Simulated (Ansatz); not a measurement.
The starting structures come from a database of crystals and need not be the phases stable at ambient conditions.

By PBEsol, the system below comes out a metal.

Here is the system:

```
CELL_PARAMETERS angstrom
      3.63738     0.00000     0.00000
      0.00000     5.14403     0.00000
      0.00000     2.57202     2.57202
ATOMIC_POSITIONS crystal
  Al 0.00000 0.00000 0.00000
  Cu 0.00000 0.50000 0.00000
  Cu 0.50000 0.00000 0.50000
  Cu 0.50000 0.50000 0.50000
```

Space group of this cell: Pm-3m, Cu3Au type. The cell is taken as given; by PBEsol its mean pressure is -0.7 GPa.

The current flows along the normal of the first two printed cell vectors, the (110) plane of the conventional cell. No spin-orbit coupling; the value is a mean over 0.1 eV about the Fermi level.

**Question.** Predict the ballistic conductance per area from Ansatz (a quantum-chemistry and plane-wave program) with PBEsol.

**Answer.** 1.1 × 10¹⁵ S/m² for both spins.
